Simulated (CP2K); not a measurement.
Worked example: self-consistent single point of Cl (P1, 4 atoms in the cell) in CP2K.

Level of theory: PBE, GPW, DZVP-MOLOPT-SR-GTH basis, GTH-PBE potentials (GTH_POTENTIALS) run with CP2K.

The change in words: lattice scaled by 0.98. Reference geometry:
```
CELL_PARAMETERS angstrom
      3.84083     0.00000     0.00000
     -1.22807     3.63921     0.00000
      0.00000     0.00000     8.26000
ATOMIC_POSITIONS crystal
  Cl 0.87731 0.88016 0.89943
  Cl 0.62048 0.61789 0.39772
  Cl 0.38146 0.37820 0.60284
  Cl 0.12075 0.12376 0.10000
```

Reference input (self-consistent single point, DFT PBE, GPW, DZVP-MOLOPT-SR-GTH basis, GTH-PBE potentials (GTH_POTENTIALS)): CUTOFF = 400 Ry; REL_CUTOFF = 50 Ry; SMEAR/METHOD = FERMI_DIRAC; ELECTRONIC_TEMPERATURE = 232.09 K; KPOINTS/SCHEME = MONKHORST-PACK 7 7 3; XC_FUNCTIONAL = PBE; Cl/BASIS_SET = DZVP-MOLOPT-SR-GTH; Cl/POTENTIAL = GTH-PBE-q7; METHOD = GPW; EPS_DEFAULT = 1e-10; NGRIDS = 4; SCF_GUESS = ATOMIC. This run's input differs from it in these lines:

```diff
@@ -63,4 +63,4 @@
     &CELL
-      ABC 3.84083300 3.84083298 8.26000000
-      ALPHA_BETA_GAMMA 90.00000000 90.00000000 108.64718717
+      ABC 3.76401700 3.76401662 8.09480000
+      ALPHA_BETA_GAMMA 90.00000000 90.00000000 108.64719110
       PERIODIC XYZ
@@ -68,6 +68,6 @@
     &COORD
-      Cl       2.28872357     3.20307980     7.42932484
-      Cl       1.62433699     2.24863511     3.28515068
-      Cl       1.00065754     1.37633830     4.97949144
-      Cl       0.31181652     0.45037043     0.82603304
+      Cl       2.24294938     3.13901838     7.28073834
+      Cl       1.59185045     2.20366253     3.21944767
+      Cl       0.98064451     1.34881161     4.87990161
+      Cl       0.30558022     0.44136305     0.80951238
     &END COORD
```

Output (repeated stretches shortened):

```
 SCF WAVEFUNCTION OPTIMIZATION

  Step     Update method      Time    Convergence         Total energy    Change
     1 NoMix/Diag. 0.20E+00      -     0.64114131       -60.1029081608 -6.01E+01
     2 Broy./Diag. 0.20E+00      -     0.00242805       -59.6976963990  4.05E-01
     3 Broy./Diag. 0.20E+00      -     0.01340592       -59.8290041775 -1.31E-01
     4 Broy./Diag. 0.20E+00      -     0.00063898       -59.8856909058 -5.67E-02
     5 Broy./Diag. 0.20E+00      -     0.00247724       -59.8939352745 -8.24E-03
     6 Broy./Diag. 0.20E+00      -     0.00021956       -59.8786060394  1.53E-02
   [... 10 lines left out ...]
    17 Broy./Diag. 0.20E+00      -     0.00001005       -59.8594764044  4.93E-05
    18 Broy./Diag. 0.20E+00      -     0.00000180       -59.8594392456  3.72E-05
    19 Broy./Diag. 0.20E+00      -     0.00000185       -59.8594149954  2.43E-05
    20 Broy./Diag. 0.20E+00      -     0.00000032       -59.8594066854  8.31E-06
  *** SCF run converged in    20 steps ***

  Overlap energy of the core charge distribution:               0.00000000514483
  Self energy of the core charge distribution:               -134.85507118946373
  Core Hamiltonian energy:                                     31.07955933787937
  Hartree energy:                                              55.54190154703643
  Exchange-correlation energy:                                -11.62579638602115
  Electronic entropic energy:                                  -0.00000000000000
  Fermi energy:                                                 0.07242932457977

  Total energy:                                               -59.85940668542423
  Total energy (extrapolated to T->0):                        -59.85940668542423

   [... lines left out ...]

 STRESS| Analytical stress tensor [bar]
 STRESS|                        x                   y                   z
 STRESS|      x        2.06609178542E+04   7.56110270769E+03   3.85581712355E+03
 STRESS|      y        7.56110270769E+03   2.58074362066E+04   5.35635451993E+03
 STRESS|      z        3.85581712355E+03   5.35635451993E+03   6.25900041834E+04
 STRESS| 1/3 Trace                                             3.63527860814E+04
```

The run converged in 20 iterations. Against the reference run the free energy rises by 26.1 meV/atom, the pressure goes from 1.40 to 3.64 GPa, the largest force goes from 0.727 to 1.619 eV/Å and the gap on the mesh goes from 2.456 to 2.681 eV.

The starting cell has typed, rounded lattice constants, without a prior relaxation at this level. Its atoms were displaced at random from the sites of space group no. 64. For this run, on top of that: lattice scaled by 0.98. Values carry the incompleteness of an atom-centred basis. With a pressure of about 4 GPa the cell is away from its equilibrium volume at this level. Forces in this geometry exceed 1 eV/Å.
